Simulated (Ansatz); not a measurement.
Ca2Ge (Fm-3m, No. 225, 3 atoms in the cell; start mp-1009755) was calculated with PBE0 (Ansatz, a program for electronic structure, plane waves, PAW).

Numerical settings: plane-wave cutoff 460 eV, 6×6×6 k mesh, Fermi–Dirac smearing 0.01 eV, scalar-relativistic PAW data made under PBE.

Cell (relaxed with PBEsol):

```xyz
3
Lattice="0.0000 3.5577 3.5577 3.5577 0.0000 3.5577 3.5577 3.5577 0.0000" Properties=species:S:1:pos:R:3 pbc="T T T"
Ca     5.3365     5.3365     5.3365
Ca     1.7788     1.7788     1.7788
Ge     0.0000     0.0000     0.0000
```

Q: Estimate the band gap, smallest direct gap on the k points sampled and direct gap at Γ that the calculation returns.

A: 
* **band gap**: 1.63 eV (on the SCF k mesh) (indirect)
* **smallest direct gap on the k points sampled**: 1.67 eV
* **direct gap at Γ**: 2.92 eV

Note: cell and atoms aren't relaxed at this level (pressure 1.4 GPa).

Spin–orbit coupling is not included.

Static lattice: no zero-point or thermal effects.

A start named mp-… is a Materials Project structure, which need not be a measured phase.
